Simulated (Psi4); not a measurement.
Psi4 1.11, BP86/def2-svpd: Ta(NMe)(F)(OH)2 (C[N]=[Ta]([OH])([OH])[F]), 11 atoms. The geometry is a generated start, not checked to be a minimum at this level.

```yaml
task: energy
method: bp86
basis: def2-svpd
memory: 3 GB
maxiter: 100
keys_of_the_molecule_block: symmetry c1
scf_type: df (default)
guess: auto, which took SAD (default)
scf_initial_accelerator: adiis (default)
e_convergence: 1e-06 (default)
d_convergence: 1e-06 (default)
dft_radial_points: 75 (default)
dft_spherical_points: 302 (default)
effective_core_potentials: those of the basis set, past Kr
basis_functions: 184
grid_points: 238060
```

```xyz
11

Ta     0.1752     0.5507     1.0585
N      0.2817    -0.2184    -0.5572
C      0.2603    -0.9858    -1.7446
H      1.2713    -1.3219    -1.9989
H     -0.3775    -1.8706    -1.6288
H     -0.1214    -0.3909    -2.5825
F      2.0260     0.8216     1.5579
O     -0.6226     2.2391     0.7483
H     -0.9966     2.7537     0.0327
O     -0.6731    -0.4668     2.3338
H     -1.2234    -1.1107     2.7808
```

Charge 0 and multiplicity 1 are set for this test and not shown to be the ground state.

One run each on 2 threads. Values of diis_max_vecs tried: 3, 6, 10 (default), 20.

**Question.** Which value of diis_max_vecs needs the fewest SCF iterations, and what happens away from it?

**Answer.** Fewest SCF iterations, within one of each other: 6 with 13, 10 (default) with 12, 20 with 12. The run ends without SCF convergence in 100 iterations at 3.

```json
[
 {"diis_max_vecs": "3", "SCF iterations": "100", "end": "no convergence"},
 {"diis_max_vecs": "6", "SCF iterations": "13", "end": "same solution"},
 {"diis_max_vecs": "10 (default)", "SCF iterations": "12", "end": "same solution"},
 {"diis_max_vecs": "20", "SCF iterations": "12", "end": "same solution"}
]
```
